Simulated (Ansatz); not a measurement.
5 layers of bismuthene, started at parallel, shifted by (2/3,1/3) (facing atoms over hollows or bridges; bismuthene a predicted or substrate-bound sheet, here free)

All values below come from PBE+D3(BJ) (plane waves to 420 eV, PAW; Ansatz, a program for electronic structure). Spin–orbit coupling is left out; with elements this heavy it can move edges by tenths of an eV. Its k-point mesh 9×9×1, Fermi–Dirac width 0.01 eV. A dipole correction is on.

- gap between facing atomic planes: 2.56, 2.48, 2.48, 2.56 Å
- step of the vacuum level across the stack (top less bottom): 0.00 eV
- PBE gap over the mesh and listed points off it: closed

```xyz
10
Lattice="4.2788 0.0000 0.0000 -2.1394 3.7055 0.0000 0.0000 0.0000 40.1000" Properties=species:S:1:pos:R:3 pbc="T T T"
Bi     0.0000     2.4703    10.6434
Bi     2.1394     1.2352    12.3900
Bi     0.0000     0.0000    14.9457
Bi     0.0000     2.4703    16.6931
Bi     2.1394     1.2352    19.1703
Bi     4.2788     0.0000    20.9297
Bi     0.0000     2.4703    23.4069
Bi     2.1394     1.2352    25.1543
Bi     2.1394     3.7055    27.7100
Bi     0.0000     2.4703    29.4566
```
